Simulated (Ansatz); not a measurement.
The structure below was relaxed with PBE (Ansatz, a first-principles code), without spin-orbit coupling, earlier PAW set, at pressure 100 GPa.

Space group Fm-3m (No. 225); a = 4.700 Å, b = 4.700 Å, c = 4.700 Å, α = 90.00°, β = 90.00°, γ = 90.00°

```csv
atom,site,symmetry,x,y,z
Hf,4a,m-3m,0.0000,0.0000,0.0000
O,8c,-43m,0.2500,0.2500,0.2500
```

Task: Write out a cell with all atoms.

Result: 
```cif
data_Hf4O8
_chemical_formula_sum 'Hf4 O8'
_space_group_name_H-M_alt 'P 1'
_space_group_IT_number 1
_cell_length_a 4.70009
_cell_length_b 4.70009
_cell_length_c 4.70009
_cell_angle_alpha 90.000
_cell_angle_beta 90.000
_cell_angle_gamma 90.000
loop_
_space_group_symop_operation_xyz
  'x, y, z'
loop_
_atom_site_label
_atom_site_type_symbol
_atom_site_fract_x
_atom_site_fract_y
_atom_site_fract_z
_atom_site_occupancy
Hf1 Hf 0.00000 0.00000 0.00000 1
O1 O 0.25000 0.75000 0.75000 1
O2 O 0.25000 0.25000 0.75000 1
Hf2 Hf 0.00000 0.50000 0.50000 1
O3 O 0.25000 0.25000 0.25000 1
O4 O 0.25000 0.75000 0.25000 1
Hf3 Hf 0.50000 0.00000 0.50000 1
O5 O 0.75000 0.75000 0.25000 1
O6 O 0.75000 0.25000 0.25000 1
Hf4 Hf 0.50000 0.50000 0.00000 1
O7 O 0.75000 0.25000 0.75000 1
O8 O 0.75000 0.75000 0.75000 1
```
This is the conventional cell.

Load acts through the strain it causes; cell and atoms are relaxed under it. Stability against distortions was not tested. No other phases were tried under pressure. The cell was made from HfO2 in the fluorite structure (space group Fm-3m, No. 225) by this change: pressure 100 GPa. This is not the structure that HfO2 has at room temperature and ambient pressure.
